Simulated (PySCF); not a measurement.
**Effort and miss along a sweep of kmesh: NaCl (Fm-3m, 2 atoms in the cell)**

```
CELL_PARAMETERS angstrom
      0.00000     2.80580     2.80580
      2.80580     0.00000     2.80580
      2.80580     2.80580     0.00000
ATOMIC_POSITIONS crystal
  Na 0.00000 0.00000 0.00000
  Cl 0.50000 0.50000 0.50000
```

Computed with PySCF with LDA, Gaussian basis gth-dzvp-molopt-sr, GTH pseudopotentials gth-pade, FFT density fitting with multigrid.

Base settings: cell.basis = gth-dzvp-molopt-sr; cell.pseudo = gth-pade; cell.ke_cutoff = 350 Ha; make_kpts mesh = 2 2 2; mf.xc = LDA,PW; solver class = KRKS; density fitting = multigrid_numint; mf.conv_tol = 1e-07 Ha; mf.max_cycle = 50.

Misses are taken against the tightest run, 5 5 5, which need not be fully converged itself. The energy is the free energy per atom.

Core times come from one kind of shared machine and are given to one figure; runs under 30 s give none.

The starting cell comes from a database of computed structures (which also holds hypothetical and non-ambient phases and stackings), without a prior relaxation at this level. Its lattice was rescaled by a random factor within 2.5 % of one. Values carry the incompleteness of an atom-centred basis. The mesh is very coarse (it stands for a supercell whose shortest vector is 8 Å): a converged loop gives no converged values here.

The runs (kmesh): 1 1 1 | 2 2 2 | 3 3 3 | 4 4 4 | 5 5 5.

**Question.** Which is the coarsest setting among those run that, with all tighter ones, holds the energy within 20 meV/atom of the reference, and what does it save?

**Answer.** 3 3 3, off by 12 meV/atom; its saving against the reference is no more than about a factor of 2 in time.

**Question.** Which is the coarsest setting among those run that, with all tighter ones, holds the energy within 5 meV/atom of the reference, and what does it save?

**Answer.** 4 4 4, off by 1.00 meV/atom; its saving against the reference is no more than about a factor of 2 in time.

| kmesh | energy less reference (meV/atom) | core time / reference (rough) |
|---|---|---|
| 1 1 1 | 2514.70 | 0.4 |
| 2 2 2 | 152.86 | 0.4 |
| 3 3 3 | 11.53 | 0.5 |
| 4 4 4 | 1.00 | 0.7 |
| 5 5 5 | 0.00 | 1 |
